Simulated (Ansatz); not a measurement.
## How far PBE and PBEsol part for hypothetical rock salt GaSb, biaxial strain −1.08 %, plane normal [001], relaxed out of plane

The parent structure is GaSb in the rock salt structure (space group Fm-3m, No. 225; a = 5.801 Å; a hypothetical phase, not in the database extracts checked; relaxed with 0.1 eV smearing). Axes: x, y, z lie along the cube axes.

(Cell as relaxed with PBE.)

Levels (all Ansatz, an electronic-structure program, PAW): PBE (420 eV, scalar-relativistic without spin-orbit coupling); PBEsol (420 eV, scalar-relativistic without spin-orbit coupling).

Each level relaxes its own structure.

| base | PBE | PBEsol |
|---|---|---|
| volume per atom | 24.40 Å³ | 23.14 Å³ |
| lattice parameter a | 5.801 Å | 5.699 Å |
| band gap | zero | zero |

One thing is altered: biaxial strain −1.08 %, plane normal [001], relaxed out of plane (Cartesian); in-plane vectors clamped, the third vector and the atoms free.

```tsv
quantity	PBE	PBEsol
mean in-plane stress (compression positive)	+1.5 GPa	(withheld)
ratio −ε⊥/ε∥	0.48	(withheld)
```

Question: What does PBEsol give?

Answer: 
- mean in-plane stress (compression positive), PBEsol: +1.7 GPa
- ratio −ε⊥/ε∥, PBEsol: 0.51

PBE's in-plane stress lies 0.2 GPa below PBEsol's; PBE's ratio −ε⊥/ε∥ lies 0.03 below PBEsol's. Neither level is exact; PBEsol is the comparison here, not a measurement.

No phonon test of stability was made. The final runs are not spin-polarised.
